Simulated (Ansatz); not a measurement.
# Pressure series in AlNi

Base system: AlNi in the CsCl type structure (space group Pm-3m, No. 221; non-magnetic).

Space group Pm-3m (No. 221); a = 2.8927 Å, b = 2.8927 Å, c = 2.8927 Å, α = 90.00°, β = 90.00°, γ = 90.00°

| atom | site | symmetry | x | y | z |
|---|---|---|---|---|---|
| Al | 1a | m-3m | 0.0000 | 0.0000 | 0.0000 |
| Ni | 1b | m-3m | 0.5000 | 0.5000 | 0.5000 |

Cell and atoms are relaxed at each pressure.

Calculations: PBE, PAW, 420 eV (Ansatz, a first-principles code; no spin-orbit coupling), earlier PAW set.

```csv
pressure (GPa),volume per atom (Å³/atom)
-2,12.259
-1,12.179
0,12.102
0.3,12.079
0.7,12.049
1.5,?
3,11.884
7.5,11.593
10,11.446
```

Question: Fit the third-order Birch–Murnaghan form P(V) = (3B₀/2)[(V₀/V)^(7/3) − (V₀/V)^(5/3)]·[1 + (3/4)(B₀′ − 4)((V₀/V)^(2/3) − 1)] (squares taken in P) to the rows shown and predict the withheld row.

Answer: Least squares on the printed values gives V₀ = 12.102 Å³/atom, B₀ = 159 GPa, B₀′ = 4.3; this predicts 11.990 Å³/atom, and the run gives 11.991 Å³/atom, in agreement.

Measured bulk modulus of AlNi: 156 GPa (room temperature; as listed in Yamada, Ryo, Mohri, Tetsuo, arXiv (2019)); the computed value is for a static lattice, so the two differ by thermal effects too.

Load acts through the strain it causes; cell and atoms are relaxed under it. Whether these cells are dynamically stable was not tested. No other phases were tried under pressure. Seeded moments were not kept for the base. The final runs are not spin-polarised.
